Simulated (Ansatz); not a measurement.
# Short convergence ladders for NiAl (P4mm, 2 atoms in the cell)

```yaml
crystal:
  lattice:
    - [2.88133, 0.00000, 0.00000]
    - [0.00000, 2.88133, 0.00000]
    - [0.00000, 0.00000, 2.88133]
  atoms:
    - { symbol: Al, position: [0.50000, 0.50000, 0.51735] }
    - { symbol: Ni, position: [0.00000, 0.00000, 0.00000] }
```

Base method: LDA (PW92), default PAW files made with PBE (plane waves; Ansatz, a first-principles code).

Base settings: basis.ecutwfc = 30.9 Ry; kpoints.mp_grid.grid = 11 11 11; hamiltonian.xc = lda; hamiltonian.pseudopotentials = {kind: paw} (the program's default PAW files); scf.occupations.method = fermi_dirac; scf.occupations.width = 0.0073 Ry.

The count of work is k-points × plane waves × bands × iterations; it is no time. 

**The width of Fermi-Dirac smearing**

In this ladder: kpoints.mp_grid.grid = 18 18 18.

Narrow widths need finer meshes than wide ones, so the last steps can hold mesh noise.

Only quantities that move along the ladder and can be compared are tabulated; pressure and forces are left out, as mesh noise rules them at narrow widths.

```csv
scf.occupations.width,free energy less the last step's (meV/atom),energy extrapolated to zero width less the last step's (meV/atom)
0.0735 Ry,-777.79,66.90
0.0367 Ry,-169.21,8.19
0.022 Ry,-55.32,-0.03
0.0147 Ry,-20.96,0.20
0.0073 Ry,0.00,0.00
```

Widest scf.occupations.width that holds the energy extrapolated to zero width within 1 meV/atom of the last step, with all finer ones: 0.022 Ry; the step before is off by 8.2 meV/atom.

Widest scf.occupations.width that holds the free energy within 5 meV/atom: not settled: the last two steps still differ by 21 meV/atom, over half the tolerance, so the ladder does not show it.

The extrapolation to zero width removes most of the smearing's effect on the energy.

**The width of Methfessel-Paxton smearing**

In this ladder: kpoints.mp_grid.grid = 18 18 18; scf.occupations.method = methfessel_paxton.

Narrow widths need finer meshes than wide ones, so the last steps can hold mesh noise.

Only quantities that move along the ladder and can be compared are tabulated; pressure and forces are left out, as mesh noise rules them at narrow widths.

| scf.occupations.width | free energy less the last step's (meV/atom) |
|---|---|
| 0.0735 Ry | 3.63 |
| 0.0367 Ry | 1.53 |
| 0.022 Ry | 0.52 |
| 0.0147 Ry | 0.21 |
| 0.0073 Ry | 0.02 |
| 0.0037 Ry | 0.00 |

Widest scf.occupations.width that holds the free energy within 1 meV/atom of the last step, with all finer ones: 0.022 Ry; the step before is off by 1.5 meV/atom.

**The mesh under tetrahedron occupations**

In this ladder: scf.occupations.method = tetrahedron; scf.occupations.width = default.

Only quantities that move along the ladder and can be compared are tabulated.

```tsv
kpoints.mp_grid.grid	free energy less the last step's (meV/atom)	pressure (GPa)	count of work / last
5 5 5	-55.79	-8.70	0.012
6 6 6	2.89	-8.38	0.027
7 7 7	-3.58	-8.57	0.027
9 9 9	-0.41	-8.43	0.051
11 11 11	-1.17	-8.43	0.086
14 14 14	-0.47	-8.41	0.20
17 17 17	-0.29	-8.41	0.28
21 21 21	-0.06	-8.40	0.49
26 26 26	0.00	-8.39	1.0
```

Coarsest kpoints.mp_grid.grid that holds the pressure within 0.05 GPa of the last step, with all finer ones: 9 9 9, at 0.051 of the last step's count of work; the step before is off by 0.17 GPa.

Coarsest kpoints.mp_grid.grid that holds the free energy within 5 meV/atom of the last step, with all finer ones: 6 6 6, at 0.027 of the last step's count of work; the step before is off by 56 meV/atom.

On the base run: the starting cell has typed, rounded lattice constants, without a prior relaxation at this level. Its lattice was rescaled by up to half a per cent. One atom was moved a little off its site on purpose. Spin polarisation is off. In the base run, with a pressure of about -8 GPa the cell is away from its equilibrium volume at this level. Ansatz's pressure includes its estimate of the finite-basis (Pulay) stress.

Left out of this page: 4 runs of the series outside the window shown, repeating another row's setting, or not comparable.

Keys are those of Ansatz 0.2.
